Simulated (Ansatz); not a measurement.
L1₀ (CuAu-type) FePt, treated with PBEsol (Ansatz, an electronic-structure program, plane waves, PAW).

Settings: plane-wave cutoff 520 eV, 20×20×16 k mesh (along the axes of the cell as run), Fermi–Dirac smearing 0.05 eV, spin-polarised with parallel moments, scalar-relativistic PAW data made under PBE.

Shape and atoms are relaxed at each volume.

Pressure at four volumes; x = ln(V/13.420 Å³). One pressure is withheld.

| V (Å³/atom) | x | P (GPa) |
|---|---|---|
| 12.883 | -0.0408 | ? |
| 13.152 | -0.0202 | 4.94 |
| 13.420 | 0.0000 | 0.00 |
| 13.957 | 0.0392 | -8.23 |

Problem. Pass a parabola P(x) through the three rows shown, estimate the bulk modulus and its pressure derivative near zero pressure, and predict the withheld pressure.

Solution. Slopes between the rows: (0.00 − (4.94))/(0.0000 − (-0.0202)) = -244.55 and (-8.23 − (0.00))/(0.0392 − (0.0000)) = -209.95 GPa. Their difference over the span 0.0594 is c = 34.60/0.0594 = 582.5 GPa, so P(x) = 4.94 + (-244.55)(x − (-0.0202)) + 582.5 (x − (-0.0202))(x − (0.0000)). At the middle row B = −dP/dx = −[-244.55 + 582.5 × 0.0202] = 232.8 GPa, and B′ = dB/dP = 2c/B = 5.0. At x = -0.0408 the parabola gives 10.47 GPa; the run gives 10.51 GPa. The Birch–Murnaghan fit to the energies at all volumes has B0 = 232 GPa and B′ = 5.2.

Measured, for comparison: bulk modulus 208 GPa (room temperature, no zero-point or thermal correction; as tabulated in First-principles calculations on Fe-Pt nanoclusters of various morphologies). Computed less measured: bulk modulus +12 %.

Spin–orbit coupling is not included.
